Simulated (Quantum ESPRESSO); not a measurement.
Input and output of a self-consistent single point for PdAu3 (P1, 4 atoms in the cell) (Quantum ESPRESSO).

Method of the run: PBEsol, GBRV 1.5 ultrasoft (PBESOL) pseudopotentials (plane waves; Quantum ESPRESSO 7.5).

The change in words: lattice scaled by 0.98. Reference geometry:
```yaml
crystal:
  lattice:
    - [-2.05260, 2.05260, 4.00265]
    - [2.05260, -2.05260, 4.00265]
    - [2.05260, 2.05260, -4.00265]
  atoms:
    - { symbol: Pd, position: [0.96939, 0.00369, 0.98641] }
    - { symbol: Au, position: [0.76710, 0.22851, 0.49291] }
    - { symbol: Au, position: [0.26087, 0.76775, 0.52682] }
    - { symbol: Au, position: [0.50264, 0.50005, 0.99385] }
```

Reference input (self-consistent single point, DFT, PBEsol, plane waves, GBRV 1.5 ultrasoft (PBESOL) pseudopotentials): ecutwfc = 40 Ry; ecutrho = 320 Ry; occupations = smearing; smearing = gauss; degauss = 0.0036749 Ry; potentials = {Pd: pd_pbesol_v1.4.uspp.F.UPF, Au: au_pbesol_v1.uspp.F.UPF}; K_POINTS = automatic 5 5 6 0 0 0; conv_thr = 1e-10 Ry; mixing_beta = 0.3. This run's input differs from it in these lines:

```diff
@@ -26,5 +26,5 @@
 CELL_PARAMETERS {bohr}
-  -3.87885184     3.87885184     7.56391227
-   3.87885184    -3.87885184     7.56391227
-   3.87885184     3.87885184    -7.56391227
+  -3.80127481     3.80127481     7.41263403
+   3.80127481    -3.80127481     7.41263403
+   3.80127481     3.80127481    -7.41263403
 ATOMIC_POSITIONS {alat}
```

Output, abridged:

```
     Self-consistent Calculation

     iteration #  1     ecut=    40.00 Ry     beta= 0.30

     negative rho (up, down):  7.525E-02 0.000E+00

     total energy              =    -542.76431714 Ry
     estimated scf accuracy    <       0.87990054 Ry

     iteration #  2     ecut=    40.00 Ry     beta= 0.30

     negative rho (up, down):  7.603E-02 0.000E+00

     total energy              =    -542.85765225 Ry
     estimated scf accuracy    <       0.23495038 Ry

     iteration #  3     ecut=    40.00 Ry     beta= 0.30

     negative rho (up, down):  7.647E-02 0.000E+00

     total energy              =    -542.89255729 Ry
     estimated scf accuracy    <       0.03842976 Ry

   [... 8 blocks of this kind left out ...]

     iteration # 12     ecut=    40.00 Ry     beta= 0.30

     negative rho (up, down):  7.753E-02 0.000E+00

     total energy              =    -542.89712676 Ry
     estimated scf accuracy    <          3.0E-10 Ry

     iteration # 13     ecut=    40.00 Ry     beta= 0.30

     negative rho (up, down):  7.753E-02 0.000E+00
     End of self-consistent calculation

     Number of k-points >= 100: set verbosity='high' to print the bands.

     the Fermi energy is    16.8400 ev

!    total energy              =    -542.89712676 Ry
     estimated scf accuracy    <          4.7E-11 Ry
     smearing contrib. (-TS)   =      -0.00023298 Ry
     internal energy E=F+TS    =    -542.89689378 Ry

     convergence has been achieved in  13 iterations

     negative rho (up, down):  7.753E-02 0.000E+00

     Forces acting on atoms (cartesian axes, Ry/au):

     atom    1 type  1   force =    -0.02395985    0.04014709    0.02458556
     atom    2 type  2   force =     0.05380940   -0.02003007   -0.00572990
     atom    3 type  2   force =    -0.03875665   -0.01621053   -0.01126009
     atom    4 type  2   force =     0.00890710   -0.00390649   -0.00759556

     Total force =     0.090353     Total SCF correction =     0.000016

     negative rho (up, down):  7.753E-02 0.000E+00
          total   stress  (Ry/bohr**3)                   (kbar)     P=       76.42
   0.00045636  -0.00002806   0.00001800           67.13       -4.13        2.65
  -0.00002806   0.00050528   0.00002807           -4.13       74.33        4.13
   0.00001800   0.00002807   0.00059688            2.65        4.13       87.80

   JOB DONE.
```

The run converged in 13 iterations. Against the reference run the free energy rises by 9.8 meV/atom, the pressure goes from -3.75 to 7.64 GPa and the largest force goes from 1.068 to 1.484 eV/Å.

The starting cell comes from a database of computed structures (which also holds hypothetical and non-ambient phases and stackings), without a prior relaxation at this level. Its atoms were displaced at random from the sites of space group no. 139. For this run, on top of that: lattice scaled by 0.98. Spin polarisation is off. With a pressure of about 8 GPa the cell is away from its equilibrium volume at this level. Forces in this geometry exceed 1 eV/Å.

Cost on one core of a shared machine: roughly 8 min.
